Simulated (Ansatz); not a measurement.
The starting structures come from a database of crystals and need not be the phases stable at ambient conditions.

By PBEsol, the system below comes out a metal.

Crystal: Al3Ni2 (P-3m1, not sure to be the ambient phase, 5 atoms a cell, 13.5 Å³ an atom); planes in its conventional cell.

Level of theory: PBEsol (plane waves, PAW; Ansatz, a first-principles code).

Ballistic conductance counts the channels of both spins, as a mean over 0.1 eV about the Fermi level; spin-orbit coupling is left out.

| plane | area (Å²) | G/A (10¹⁵ S/m²) |
|---|---|---|
| (100) | 19.5 | 0.61 |
| (001) | 13.8 | (withheld) |
| (110) | 33.8 | (withheld) |

Q: Some entries are withheld; supply them.

A: 
- (001), G/A (10¹⁵ S/m²): 0.44
- (110), G/A (10¹⁵ S/m²): 0.59
